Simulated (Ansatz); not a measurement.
The parent structure is AlRu in the CsCl type structure (space group Pm-3m, No. 221; a = 2.983 Å).

All numbers come from r2SCAN/PAW in Ansatz (a program for electronic structure), spin-orbit coupling left out.

Before the change:

```
Item                             Value
-----------------------------  -------
Shortest interatomic distance  2.583 Å
```

Modification: a hydrostatic pressure of 9 GPa.

How does this affect the shortest interatomic distance?

The shortest interatomic distance shrinks by 0.032 Å (2.583 Å → 2.551 Å).

Load acts through the strain it causes; cell and atoms are relaxed under it. Whether these cells are dynamically stable was not tested. Competing high-pressure phases were not computed. The final runs are not spin-polarised.
